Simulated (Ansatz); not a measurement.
```
BeS
1.0
    0.00000     2.43431     2.42214
    2.43431     0.00000     2.42214
    2.43431     2.43431     0.00000
Be S
1 1
Direct
  0.00000   0.00000   0.00000
  0.25000   0.25000   0.25000
```

No spin polarisation.

All numbers come from Ansatz (an electronic-structure program), r2SCAN, PAW, cutoff 500 eV, scalar-relativistic without spin-orbit coupling. Γ-centred 12×12×12 mesh, Fermi–Dirac width 0.05 eV.

Task: Predict the smallest direct gap and pressure.

Result: The smallest direct gap is 6.21 eV. The pressure (mean of the normal stresses, compression positive) comes out as 0.49 GPa.

The cells carry an imposed strain or load. Stability against distortions was not tested. The cell was made from BeS in the zinc blende structure (space group F-43m, No. 216) by this change: uniaxial strain ε_zz = −0.50 %.
